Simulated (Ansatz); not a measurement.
Phonon-limited resistivity of Rh3Si2 (P-3m1) against temperature in μΩ·cm, PBEsol, DFPT electron-phonon coupling, linearised Boltzmann equation (Ansatz, an electronic-structure program), harmonic crystal at a fixed cell. x, y and z are the axes of this cell:
```
Rh3Si2
1.0
    3.95700     0.00000     0.00000
   -1.97850     3.42686     0.00000
    0.00000     0.00000     5.03694
Si Rh
2 3
Direct
  0.33333   0.66667   0.19802
  0.66667   0.33333   0.80198
  0.33333   0.66667   0.67344
  0.66667   0.33333   0.32656
  0.00000   0.00000   0.00000
```

| T | ρ (x, y) | ρ (z) |
|---|---|---|
| 50 K | 0.160 | 0.24 |
| 77 K | 0.52 | (withheld) |
| 100 K | 0.91 | (withheld) |
| 150 K | 1.81 | 2.5 |
| 200 K | 2.7 | 3.8 |
| 250 K | 3.6 | 5.0 |
| 273 K | 4.0 | 5.6 |
| 300 K | 4.5 | 6.3 |
| 350 K | 5.4 | 7.5 |
| 400 K | 6.2 | 8.7 |
| 500 K | 7.9 | 11.0 |
| 600 K | 9.6 | 13.4 |
| 800 K | 13.0 | 18.0 |

Task: What belongs in the gaps?

Result: 
- 77 K, ρ (z): 0.74
- 100 K, ρ (z): 1.27

A metal at this level (no band gap). Only scattering by harmonic phonons is included (no impurities, grain boundaries, electron-electron scattering or thermal expansion). Spin-orbit coupling is left out. The run warned that the eigensolver left some states short of its tolerance. Halving the electron mesh (24x24x16) moves the resistivity by up to 8 %. Smearing 0.20 eV; phonons on a 4x4x3 q mesh, which this run doesn't test and which matters most at low temperature.

Computed structure with no diffraction record at hand here (it may be known, metastable or hypothetical): Rh3Si2 (P-3m1).
